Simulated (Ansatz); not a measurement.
We consider CaTiN₂ (model structure, started from the MgZrN2 type, I4₁/amd, No. 141, 8 atoms in the cell), described by LDA (PAW; Ansatz, a first-principles code).

From the output:

```
Relaxation: its limit of steps is 80 (relax.max_steps)
Crystal: 8 atoms, lattice volume = 90.452 Å³
Basis set: ecut = 520 eV, 2461 PW (Γ), exchange–correlation on 90×90×90 points (8 copies of the dense FFT grid, shifted against one another)
Bands: 40, of which v1, the nominal top of the filled ones, is band 32 counted from 1 (31 counted from 0)
Symmetry: 16 space group operations
Space group: I41/amd (ITA 141), of the structure as read, at distance tolerance 4.5e-5 Å
k-points: 349 of 4096
Functional: x = slater, c = lda
SCF iter   1: F=—  HF=-9952.819015 eV  |F-HF|=—  |Δ(HF+E_count)|=         —  Δρ=1.28e-2  dr2=1.52e-1
SCF iter   2: F=—  HF=-9952.784441 eV  |F-HF|=—  |Δ(HF+E_count)|=   3.46e-2  Δρ=5.63e-3  dr2=3.03e-2
  ...
SCF 1 converged in 7 iterations: F = -9952.775443 eV  dr2 = 4.34e-9
Crystal: 8 atoms, lattice volume = 90.452 Å³
Initial density: handed on by an earlier stage of this run
SCF 2 converged in 6 iterations: F = -9952.776537 eV  dr2 = 3.77e-10
Crystal: 8 atoms, lattice volume = 90.452 Å³
Basis set: ecut = 520 eV, 2445 PW (Γ), exchange–correlation on 90×90×90 points (8 copies of the dense FFT grid, shifted against one another)
SCF 3 converged in 6 iterations: F = -9952.776847 eV  dr2 = 4.20e-10
Crystal: 8 atoms, lattice volume = 90.452 Å³
SCF 4 converged in 6 iterations: F = -9952.776856 eV  dr2 = 1.65e-11
Crystal: 8 atoms, lattice volume = 90.452 Å³
SCF iter   6: F=-9952.776853 eV  HF=-9952.776853 eV  |F-HF|=0.00e0  |Δ(HF+E_count)|=  1.82e-12  Δρ=5.11e-9  dr2=2.02e-14
SCF iter   7: F=-9952.776853 eV  HF=-9952.776853 eV  |F-HF|=1.82e-12  |Δ(HF+E_count)|=    0.00e0  Δρ=2.61e-9  dr2=4.32e-15
SCF 5 converged in 7 iterations: F = -9952.776853 eV  dr2 = 4.32e-15
SCF converged after 7 iterations
Free energy (F): -9952.776853 eV
Internal energy: -9952.773561 eV  (E = F + TS)
E sigma→0 (E₀):  -9952.775207 eV
Fermi energy:    11.829393 eV
--- Forces (eV/Å), atoms counted from 1 ---
  atom   1  Ca     0.00000000    -0.00000000     0.00000000
  atom   2  Ca     0.00000000    -0.00000000     0.00000000
  atom   3  Ti     0.00000000     0.00000000     0.00000000
  atom   4  Ti    -0.00000000    -0.00000000     0.00000000
  atom   5  N      0.00000000     0.00000000    -0.00050820
  atom   6  N      0.00000000    -0.00000000    -0.00050820
  atom   7  N      0.00000000    -0.00000000     0.00050820
  atom   8  N     -0.00000000    -0.00000000     0.00050820
--- Stress (GPa, compression-positive) ---
       -3.631869       0.000000       0.000000
        0.000000      -3.631869       0.000000
       -0.000000       0.000000      -3.634221
  P = ⅓ Tr σ = -3.6327 GPa (-36.327 kbar)
```

Write an input file that could have produced this run (the log leaves some choices open).

This is not unique; one that fits is 
Ansatz 0.2 input:
```yaml
crystal:
  lattice:
    - [-2.2489719911, 2.2489719911, 4.4708292661]
    - [2.2489719911, -2.2489719911, 4.4708292661]
    - [2.2489719911, 2.2489719911, -4.4708292661]
  atoms:
    - { symbol: Ca, position: [0.5, 0.5, 0.0] }
    - { symbol: Ca, position: [0.25, 0.75, 0.5] }
    - { symbol: Ti, position: [0.75, 0.25, 0.5] }
    - { symbol: Ti, position: [0.0, 0.0, 0.0] }
    - { symbol: N, position: [0.5238768328, 0.0238768328, 0.5] }
    - { symbol: N, position: [0.7738768328, 0.7738768328, 0.0] }
    - { symbol: N, position: [0.2261231672, 0.2261231672, 0.0] }
    - { symbol: N, position: [0.9761231672, 0.4761231672, 0.5] }
basis:
  ecutwfc: 520
  ecutrho_ratio: 4
  xc_grid: 2
kpoints:
  mp_grid: { grid: [16, 16, 16] }
hamiltonian:
  xc: lda
  dispersion: none
  pseudopotentials: { kind: paw }
scf:
  occupations: { method: fermi_dirac, width: 0.05 }
output:
  forces: true
  stress: true
  eigenvalues: true
relax:
  f_tol: 0.004
  escape_saddle: false
  max_steps: 80
  cell: { stress_tol: 0.02, fix: [volume] }
```

The cell is one volume of an energy–volume scan, off the minimum.

The PAW data were made under PBE.

Note: the relaxation could raise the start's symmetry but not lower it, so the cell can be a saddle point.

Cost on a shared machine: about 6 core-minutes (a rough figure).

A model structure was made by putting elements into a prototype or built by hand; it is no filed structure, need not be a known phase, and can be a saddle point held by its symmetry.
